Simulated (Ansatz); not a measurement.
**BeTe, response to strain**

Start from BeTe in the zinc blende structure (space group F-43m, No. 216; a = 5.6046 Å). Axes: x, y, z lie along the cube axes.

Strains are applied to the cell and any free atomic positions relax; under stress the whole cell relaxes.

The values are results of PBEsol (Ansatz, a quantum-chemistry and plane-wave program), spin-orbit coupling left out, earlier PAW set, not measurements.

Notes on the quantities. energy relative to the base: free energy F.

```csv
case,shortest interatomic distance,smallest direct gap,band gap,energy relative to the base
base,2.427 Å,3.61 eV,1.84 eV,0 meV/atom
isotropic strain −1.33 %,2.395 Å,3.57 eV,1.73 eV,+6.9 meV/atom
isotropic strain +2.63 %,2.491 Å,?,?,?
tensor shear ε_yz = −1.97 %,2.412 Å,3.23 eV,1.58 eV,+5.4 meV/atom
"uniaxial stress, 2 GPa tension along z",2.437 Å,3.54 eV,1.73 eV,+3.4 meV/atom
"uniaxial stress, 8 GPa compression along x",2.409 Å,2.88 eV,0.42 eV,+97 meV/atom
```

### Question
Complete the table.

### Answer

- isotropic strain +2.63 %, smallest direct gap: 3.28 eV
- isotropic strain +2.63 %, band gap: 2.02 eV
- isotropic strain +2.63 %, energy relative to the base: +24 meV/atom

With Te present, leaving out spin-orbit coupling can change the band edges. Stability under load was not tested beyond the relaxation.
